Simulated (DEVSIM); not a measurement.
Structure: illuminated Si n-on-p cell, one wavelength, at 300 K.

```tsv
layer (left to right)	material	thickness (μm)	Nd (cm⁻³)	Na (cm⁻³)	τn (s)	τp (s)	absorption coefficient (cm⁻¹)
1	Si	0.490	3.3e18	-	3.7e-6	7.1e-7	11000
2	Si	140	-	4.3e15	1.7e-5	1.7e-5	11000
```

Left contact: ohmic, minority hole recombination velocity 1e6 cm/s. Right contact: ohmic, minority electron recombination velocity 900 cm/s. Voltage is applied to the left contact. Recombination: SRH at mid-gap, radiative, Auger. Gap narrowing is on: ΔEg = 6.92 meV × (l + √(l² + 0.5)), l = ln(N/1.3e17 cm⁻³), shared equally by both band edges. Light enters at the left, 8.8e16 photons cm⁻² s⁻¹, one pass, no reflection. Mobility is μmin + (μ − μmin)/(1 + (N/Nref)^α).

Constants are typed, rounded textbook-type inputs, not results; the design itself was drawn at random and stands for no fabricated device. Values at 300 K.

```
parameter           Si
-------------  -------
gap (eV)         1.124
affinity (eV)     4.05
permittivity      11.7
Nc (cm⁻³)      2.86e19
Nv (cm⁻³)       3.1e19
μn (cm²/Vs)       1417
μp (cm²/Vs)        470
μn,min              52
μp,min              45
Nref,n          9.7e16
Nref,p          2.2e17
αn                0.68
αp                0.72
B (cm³/s)      4.7e-15
Cn (cm⁶/s)     2.8e-31
Cp (cm⁶/s)     9.9e-32
```

Simulated with DEVSIM: 1D drift-diffusion, Boltzmann statistics, complete ionisation; no tunnelling, impact ionisation, image-force lowering or self-heating.

Base results: largest field in the device at zero bias (V/cm) 79000; short-circuit current (mA/cm²) 11.0; potential step across the device at zero bias (V) 0.816; dark forward voltage at 100 A/cm² (V) 0.908.

What follows from this one change: doping Nd of layer 1 3.3e+18 → 9.9e+16 cm^-3?

largest field in the device at zero bias 79000 → 31000 V/cm; short-circuit current 11.0 → 11.4 mA/cm²; potential step across the device at zero bias 0.816 → 0.746 V; dark forward voltage at 100 A/cm² 0.908 → 1.022 V.

What follows from this one change: thickness of layer 1 0.49 → 0.17 μm?

largest field in the device at zero bias little changed (79000 V/cm); short-circuit current 11.0 → 13.0 mA/cm²; potential step across the device at zero bias little changed (0.816 V); dark forward voltage at 100 A/cm² 0.908 → 0.932 V.

What follows from this one change: doping Na of layer 2 4.3e+15 → 1.3e+15 cm^-3?

largest field in the device at zero bias little changed (76000 V/cm); short-circuit current little changed (11.0 mA/cm²); potential step across the device at zero bias 0.816 → 0.785 V; dark forward voltage at 100 A/cm² 0.908 → 0.920 V.

What follows from this one change: constant mobility in place of the doping-dependent one?

largest field in the device at zero bias little changed (79000 V/cm); short-circuit current 11.0 → 11.5 mA/cm²; potential step across the device at zero bias little changed (0.816 V); dark forward voltage at 100 A/cm² 0.908 → 0.931 V.
